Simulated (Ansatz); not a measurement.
Results of PBE0 (Ansatz, a program for electronic structure, PAW) for CaO (model structure, started from the CsCl type, Pm-3m, No. 221, 2 atoms in the cell; like a known high-pressure phase).

Numerical settings: plane-wave cutoff 460 eV, 8×8×8 k mesh, Fermi–Dirac smearing 0.01 eV, scalar-relativistic PAW data made under PBE.

Cell (relaxed with PBEsol):

```yaml
crystal:
  lattice:
    - [2.88821, 0.00000, 0.00000]
    - [0.00000, 2.88821, 0.00000]
    - [0.00000, 0.00000, 2.88821]
  atoms:
    - { symbol: Ca, position: [0.00000, 0.00000, 0.00000] }
    - { symbol: O, position: [0.50000, 0.50000, 0.50000] }
```

Problem. Predict the band gap and smallest direct gap on the k points sampled.

Solution. 
band gap: 5.22 eV (on the SCF k mesh) (indirect)
smallest direct gap on the k points sampled: 5.57 eV

Note: cell and atoms aren't relaxed at this level (pressure 2.3 GPa).

Computed values are for the static lattice.

A model structure was made by putting elements into a prototype or built by hand; it is no filed structure, need not be a known phase, and can be a saddle point held by its symmetry.
